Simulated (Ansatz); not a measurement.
This concerns the energy of the reaction as written. Reaction: 3/8 cell B + 5/8 cell C → cell A. Negative: the products are lower in energy.

Cell A: a slab of Al (fcc, Fm-3m) cut along (111), 30 atoms, hexagonal cell of 5.71 Å (28.3 Å²), symmetry P-3m1 within 0.02 Å, 14.2 Å thick under 18 Å of vacuum, in-plane vectors held at the crystal's; planes from bottom to top: Al4C | Al4 × 5 | Al4C; added, foreign or displaced atoms, within the planes: two times C bound to 4 Al at 1.87–2.07 Å; spin state with PBE: run without spin, k-point mesh 9×9×1.
```
CELL_PARAMETERS angstrom
      5.71499     0.00000     0.00000
      2.85750     4.94933     0.00000
      0.00000     0.00000    31.91103
ATOMIC_POSITIONS crystal
  Al 0.00000 0.00000 0.28183
  Al 0.16797 0.16797 0.35522
  Al 0.83314 0.33372 0.42690
  Al 0.00000 0.00000 0.50000
  Al 0.16686 0.16686 0.57310
  Al 0.83203 0.33594 0.64478
  Al 0.00000 0.00000 0.71817
  Al 0.04259 0.47871 0.27734
  Al 0.16797 0.66406 0.35522
  Al 0.83314 0.83314 0.42690
  Al 0.00000 0.50000 0.50000
  Al 0.16686 0.66628 0.57310
  Al 0.83203 0.83203 0.64478
  Al 0.95741 0.52129 0.72266
  Al 0.47871 0.04259 0.27734
  Al 0.66406 0.16797 0.35522
  Al 0.33333 0.33333 0.42742
  Al 0.50000 0.00000 0.50000
  Al 0.66628 0.16686 0.57310
  Al 0.33333 0.33333 0.65188
  Al 0.52129 0.95741 0.72266
  Al 0.47871 0.47871 0.27734
  Al 0.66667 0.66667 0.34812
  Al 0.33372 0.83314 0.42690
  Al 0.50000 0.50000 0.50000
  Al 0.66667 0.66667 0.57258
  Al 0.33594 0.83203 0.64478
  Al 0.52129 0.52129 0.72266
  C  0.33333 0.33333 0.71674
  C  0.66667 0.66667 0.28326
```

Cell B: a slab of Al (fcc, Fm-3m) cut along (111), 65 atoms, hexagonal cell of 8.57 Å (63.6 Å²), symmetry C2/m within 0.02 Å, 14.2 Å thick under 18 Å of vacuum, in-plane vectors held at the crystal's; planes from bottom to top: Al9C | Al9 × 5 | Al9C; added, foreign or displaced atoms, within the planes: two times C bound to 4 Al at 1.92–2.09 Å; spin state with PBE: run without spin, k-point mesh 5×5×1.
```
Al63C2
1.0
    8.57249     0.00000     0.00000
    4.28625     7.42399     0.00000
    0.00000     0.00000    31.91103
Al C
63 2
Direct
  0.00188   0.00188   0.28165
  0.10904   0.10904   0.35525
  0.88776   0.22091   0.42703
  0.00000   0.00000   0.50000
  0.11409   0.11409   0.57402
  0.89090   0.22550   0.64618
  0.99812   0.99812   0.71835
  0.00231   0.32136   0.28168
  0.10947   0.44257   0.35388
  0.88602   0.55859   0.42563
  0.99880   0.33502   0.49961
  0.11398   0.44141   0.57437
  0.89053   0.55743   0.64612
  0.96670   0.35565   0.72267
  0.03330   0.64435   0.27733
  0.10910   0.77450   0.35382
  0.88591   0.88591   0.42598
  0.00120   0.66498   0.50039
  0.11224   0.77909   0.57297
  0.89096   0.89096   0.64475
  0.99769   0.67864   0.71832
  0.32136   0.00231   0.28168
  0.44257   0.10947   0.35388
  0.22114   0.22114   0.42702
  0.33502   0.99880   0.49961
  0.44141   0.11398   0.57437
  0.22471   0.22471   0.65487
  0.35565   0.96670   0.72267
  0.32828   0.32828   0.27905
  0.44195   0.44195   0.35282
  0.22112   0.55434   0.42650
  0.33300   0.33300   0.50003
  0.44629   0.44629   0.57348
  0.22434   0.55836   0.64578
  0.35497   0.35497   0.72157
  0.32707   0.66879   0.27953
  0.44164   0.77566   0.35422
  0.22091   0.88776   0.42703
  0.33314   0.66686   0.50000
  0.44566   0.77888   0.57350
  0.22550   0.89090   0.64618
  0.33121   0.67293   0.72047
  0.64435   0.03330   0.27733
  0.77450   0.10910   0.35382
  0.55434   0.22112   0.42650
  0.66498   0.00120   0.50039
  0.77909   0.11224   0.57297
  0.55836   0.22434   0.64578
  0.67864   0.99769   0.71832
  0.66879   0.32707   0.27953
  0.77566   0.44164   0.35422
  0.55371   0.55371   0.42652
  0.66686   0.33314   0.50000
  0.77888   0.44566   0.57350
  0.55805   0.55805   0.64718
  0.67293   0.33121   0.72047
  0.64503   0.64503   0.27843
  0.77529   0.77529   0.34513
  0.55859   0.88602   0.42563
  0.66700   0.66700   0.49997
  0.77886   0.77886   0.57298
  0.55743   0.89053   0.64612
  0.67172   0.67172   0.72095
  0.22553   0.22553   0.72027
  0.77447   0.77447   0.27973
```

Cell C: a slab of Al (fcc, Fm-3m) cut along (111), 9 atoms, hexagonal cell of 2.86 Å (7.1 Å²), symmetry P-3m1 within 0.02 Å, 16.2 Å thick under 16 Å of vacuum, in-plane vectors held at the crystal's; planes from bottom to top: C | Al × 7 | C; added, foreign or displaced atoms, above the top plane and below the bottom plane: two times C bound to 3 Al at 1.94 Å; spin state with PBE: run without spin, k-point mesh 18×18×1.
```
Al7C2
1.0
    2.85750     0.00000     0.00000
    1.42875     2.47466     0.00000
    0.00000     0.00000    31.91103
Al C
7 2
Cartesian
  0.00000   0.00000   8.87239
  1.42875   0.82489  11.27817
  2.85750   1.64978  13.62662
  0.00000   0.00000  15.95551
  1.42875   0.82489  18.28441
  2.85750   1.64978  20.63286
  0.00000   0.00000  23.03863
  2.85750   1.64978  24.05918
  1.42875   0.82489   7.85184
```

All numbers come from Ansatz (an electronic-structure program), plane waves with PAW, its default PAW set, cutoff 420 eV, 500 eV for r2SCAN. The structures are at rest with PBE, within the held lattices; other levels are single points on them. Neutral cells; Fermi-Dirac smearing of at most 0.10 eV in the solids, energies taken to zero width. The lattices are those relaxed with PBE, so at other levels the solids can be strained, which adds to the spread. Larger cells are relaxed from a start prepared with the learned potential CHGNet, on a coarser mesh till forces fall under 0.03 eV/Å, which some starts already meet. A dispersion term (D3(BJ), or D4 for r2SCAN) was computed beside these levels and is taken off wherever the name lacks it. No zero-point or thermal terms. The structures are the rest points that the relaxations reached, not proven lowest. No correction for cell size. The cells' k-point meshes differ in density, so the last digit is unsettled. Cell A has symmetry P-3m1 within 0.02 Å and got no random move, so less symmetric positions, which may lie lower, weren't tried. Cell B has symmetry C2/m within 0.02 Å and got no random move, so less symmetric positions, which may lie lower, weren't tried. Cell C has symmetry P-3m1 within 0.02 Å and got no random move, so less symmetric positions, which may lie lower, weren't tried.

Problem. Predict the value from PBE.

Solution. -2.47 eV, for 3/8 cell B + 5/8 cell C → cell A.

Problem. What do the other levels give, and how wide is the spread?

Solution. 
```tsv
Functional	value (eV)	less PBE
r2SCAN	-2.81	-0.34
```

The levels shown span 0.34 eV, from r2SCAN (-2.81) to PBE (-2.47).
